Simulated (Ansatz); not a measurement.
## PbSe: strain tensor (xx, yy, zz, yz, xz, xy) = (+0.09, −0.95, −0.35, +1.18, −1.78, +0.38) %

Consider PbSe in the rock salt structure (space group Fm-3m, No. 225; a = 6.1777 Å). Axes: x, y, z lie along the cube axes.

Modification: the symmetric strain tensor [0.0009 0.0038 -0.0178; 0.0038 -0.0095 0.0118; -0.0178 0.0118 -0.0035], atoms relaxed at fixed cell.

Method: Ansatz (an electronic-structure program) r2SCAN, no SOC, earlier PAW set. Γ-centred 9×9×9 mesh, Fermi–Dirac width 0.05 eV.

| quantity | base | changed | shift |
|---|---|---|---|
| volume per atom | 29.47 Å³ | 29.10 Å³ | -0.37 Å³ |
| space group | Fm-3m (No. 225) | P-1 (No. 2) | – |
| shortest interatomic distance | 308.9 pm | 306.0 pm | -2.9 pm |
| energy relative to the base (free energy F) | 0 meV/atom | +4.4 meV/atom | +4.4 meV/atom |
| pressure (mean of the normal stresses, compression positive) | -0.01 GPa | 0.64 GPa | +0.65 GPa |
| band gap | 0.67 eV | 0.34 eV | -0.33 eV |
| gap character | – | indirect, X → R | – |
| smallest direct gap | 0.67 eV | 0.59 eV | -0.08 eV |
| valley order (the lowest conduction-band minima on the path, energy above the VBM, named in the base's zone) | L along ⟨111⟩ 0.67 eV; a point along ⟨110⟩, about 0.6 Å⁻¹ from Γ 1.47 eV | L along [1-11] 0.34 eV; L along [111] 0.48 eV; L along [11-1] 0.55 eV; L along [1-1-1] 0.64 eV | – |
| stress (xx, yy, zz, yz, xz, xy; compression positive) | – | (0.05, 1.30, 0.58, -0.42, 0.64, -0.11) GPa | – |

Spin-orbit coupling, missing from the scalar runs, can matter with Pb. No phonon test of stability was made. k-point labels follow each cell's own Brillouin zone.
